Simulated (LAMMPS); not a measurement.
Molecular dynamics of BN (zinc blende), 1000 atoms, at 200 K and 0 GPa, heated as the crystal.

All values are model results, not measurements: classical MD, pair style extep, file BN.extep; code LAMMPS.

* **state found**: crystal; no diffusion seen in 30 ps
* **density**: 3.6492 ± 0.0001 g/cm³
* **volume per atom**: 5.6464 ± 0.0001 Å³/atom
* **enthalpy per atom**: -6.6931 ± 0.0001 eV/atom
* **first peak of g(r), B-N**: 1.54 Å, height 22.1
* **coordination number of B by N**: 4.00 (counted to 2.10 Å)
* **coordination number of N by B**: 4.00 (counted to 2.10 Å)
* **most common N-B-N angle**: at the 3° bin centred on 109.5°, after smoothing over three bins (mean of all 109°)
* **mean frequency of the vibrational (phonon) density of states**: 27.7 THz
* **cost**: roughly 13 core-minutes

Potential: file BN.extep of the LAMMPS distribution; its header cites Los et al. Phys. Rev. B 96, 184108 (2017).

Caution: nuclei are classical, which matters for such light atoms.

States go by the mean squared displacement: a species diffuses where it passes 1.5 Å², still rises and gives D over 1e-6 cm²/s; a crystal has left its structure where atoms lie 0.35 Å off their sites on average or a cubic box changes its shape by 3 %, or the axial ratios of another lie 8 % off the starting cell's, which the potential's own relaxation can also do.

Errors shown are sampling errors alone.
